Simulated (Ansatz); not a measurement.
**TaSnO3 (model structure, started from the PbTiO3 type, P4mm, No. 99, 5 atoms in the cell): bulk modulus B0 by level of theory**

No measured value is used here.

```tsv
level (code)	value (GPa)	cell (Å³/atom)
LDA (Ansatz)	175	12.84
PBEsol (Ansatz)	163	13.12
r²SCAN (Ansatz)	171	13.42
```

Density-functional levels without +SOC have no spin–orbit coupling. LDA, PBEsol, r²SCAN: the bulk modulus is −V dP/dV from two relaxed cells at ±2 % in volume. Each level is taken at its own relaxed cell. Cutoffs differ between the levels. Ansatz's density-functional and Hartree–Fock values are scalar-relativistic unless marked +SOC, with PAW data made under PBE.

A model structure was made by putting elements into a prototype or built by hand; it is no filed structure, need not be a known phase, and can be a saddle point held by its symmetry.

Ansatz is a first-principles code.
